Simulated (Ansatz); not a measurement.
This Ansatz (a program for electronic structure) input is the reference run, an 18-atom supercell of NbSi2 (space group P6_222, No. 180) at its relaxed geometry, computed with PBEsol (Ansatz, PAW, no SOC):

Ansatz 0.2 input:
```yaml
crystal:
  lattice:
    - [7.1512474391, -4.1287746339, 0]
    - [2.3837491463, 4.128774634, 0]
    - [0, 0, 6.5758435714]
  atoms:
    - { symbol: Nb, position: [0.25, 0.25, 0] }
    - { symbol: Nb, position: [0.75, 0.75, 0] }
    - { symbol: Nb, position: [0, 0.5, 0.3333333333] }
    - { symbol: Nb, position: [0.5, 1, 0.3333333333] }
    - { symbol: Nb, position: [0.75, 0.25, 0.6666666667] }
    - { symbol: Nb, position: [0.25, 0.75, 0.6666666667] }
    - { symbol: Si, position: [0.9201713335, 0.2394859996, 0] }
    - { symbol: Si, position: [0.4201713335, 0.7394859996, 0] }
    - { symbol: Si, position: [0.3403426669, 0.5, 0.3333333333] }
    - { symbol: Si, position: [0.8403426669, 0, 0.3333333333] }
    - { symbol: Si, position: [0.9201713335, 0.7605140004, 0.6666666667] }
    - { symbol: Si, position: [0.4201713335, 0.2605140004, 0.6666666667] }
    - { symbol: Si, position: [0.0798286665, 0.7605140004, 0] }
    - { symbol: Si, position: [0.5798286665, 0.2605140004, 0] }
    - { symbol: Si, position: [0.6596573331, 0.5, 0.3333333333] }
    - { symbol: Si, position: [0.1596573331, 1, 0.3333333333] }
    - { symbol: Si, position: [0.0798286665, 0.2394859996, 0.6666666667] }
    - { symbol: Si, position: [0.5798286665, 0.7394859996, 0.6666666667] }
basis: { ecutwfc: 420, ecutrho_ratio: 4, xc_grid: 2, fft_grid_basis: typed }
kpoints: { mp_grid: { grid: [4, 7, 5] } }
hamiltonian:
  xc: pbesol
  dispersion: none
  pseudopotentials: { kind: paw }
scf: { occupations: { method: fermi_dirac, width: 0.05 }, convergence: { dr2_threshold: 0.0000000018 } }
output: { forces: true, stress: true }
checkpoint: { write: state.ck, write_every: 1000 }
```

Problem. Write the input for this change: one Si atom is replaced by Al, atoms relaxed at fixed cell, starting from a slightly rattled geometry.

Solution. 
Ansatz 0.2 input:
```yaml
crystal:
  lattice:
    - [7.1512474391, -4.1287746339, 0]
    - [2.3837491463, 4.128774634, 0]
    - [0, 0, 6.5758435714]
  atoms:
    - { symbol: Nb, position: [0.2466648452, 0.2528128921, -0.0002430894] }
    - { symbol: Nb, position: [0.747681292, 0.7516446335, -0.0015166823] }
    - { symbol: Nb, position: [-0.0025826915, 0.4977432436, 0.3328643504] }
    - { symbol: Nb, position: [0.5012233841, 1.0040304365, 0.3302881541] }
    - { symbol: Nb, position: [0.7495905699, 0.2556416405, 0.6658630693] }
    - { symbol: Nb, position: [0.2531586127, 0.7467402231, 0.6679545833] }
    - { symbol: Al, position: [0.9202559935, 0.2436709264, 0.0023332352] }
    - { symbol: Si, position: [0.4220064589, 0.7415409166, 0.0026332362] }
    - { symbol: Si, position: [0.339708032, 0.4999465568, 0.3378330753] }
    - { symbol: Si, position: [0.8372757866, -0.0033660366, 0.334334704] }
    - { symbol: Si, position: [0.9181672365, 0.7632540204, 0.6689117023] }
    - { symbol: Si, position: [0.4154180529, 0.2648045035, 0.6642168968] }
    - { symbol: Si, position: [0.0820554229, 0.7583130718, 0.0071174557] }
    - { symbol: Si, position: [0.5803167267, 0.2643679897, -0.0016944687] }
    - { symbol: Si, position: [0.6559870267, 0.5025262182, 0.3389433381] }
    - { symbol: Si, position: [0.1560372309, 0.998890923, 0.3392173778] }
    - { symbol: Si, position: [0.0826042948, 0.2384880998, 0.669295335] }
    - { symbol: Si, position: [0.5786850502, 0.7368871439, 0.6710624912] }
basis: { ecutwfc: 420, ecutrho_ratio: 4, xc_grid: 2, fft_grid_basis: typed }
kpoints: { mp_grid: { grid: [4, 7, 5] } }
hamiltonian:
  xc: pbesol
  dispersion: none
  pseudopotentials: { kind: paw }
scf: { occupations: { method: fermi_dirac, width: 0.05 }, convergence: { dr2_threshold: 0.0000000018 } }
relax: { f_tol: 0.02, max_steps: 45 }
output: { forces: true, stress: true }
checkpoint: { write: state.ck, write_every: 1000 }
```
This is the input that was run; other choices of cell and start would serve too.

In so small a cell the defect repeats every few ångströms: this is an ordered compound, not a dilute defect. All final runs are without spin polarisation. The defect cell is not spin-polarised.
